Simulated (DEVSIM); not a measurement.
System: abrupt GaAs p-n junction, at 350 K.

Layer 1 from the left is GaAs, thickness (μm) 16.0, Na (cm⁻³) 2.3e15, τn (s) 2.6e-9, τp (s) 2.6e-9. Layer 2 from the left is GaAs, thickness (μm) 75.0, Nd (cm⁻³) 4.9e14, τn (s) 2.6e-9, τp (s) 2.6e-9.

Left contact: ohmic. Right contact: ohmic. Voltage is applied to the left contact. Recombination: SRH at mid-gap. Mobility is μmin + (μ − μmin)/(1 + (N/Nref)^α).

Constants are typed, rounded textbook-type inputs, not results; the design itself was drawn at random and stands for no fabricated device. Values at 300 K; Nc and Nv go as T^1.5, mobilities as T to minus their exponent, the gap by Varshni's rule with the affinity fixed.

GaAs: gap (eV) 1.424, affinity (eV) 4.07, permittivity 12.9, Nc (cm⁻³) 4.7e17, Nv (cm⁻³) 9e18, μn (cm²/Vs) 8500, μp (cm²/Vs) 400, μn,min 500, μp,min 20, Nref,n 6e16, Nref,p 1.5e17, αn 0.39, αp 0.38, T exponent of μn 2.1, T exponent of μp 2.2, Varshni α (eV/K) 0.000541, Varshni β (K) 204.

DEVSIM, 1D drift-diffusion, Boltzmann statistics, complete ionisation; no tunnelling, impact ionisation, image-force lowering or self-heating.

Problem. What does the simulation give for the potential step across the device at zero bias, the dark forward voltage at 1 A/cm²?

Solution. potential step across the device at zero bias 0.930 V; dark forward voltage at 1 A/cm² 0.847 V.
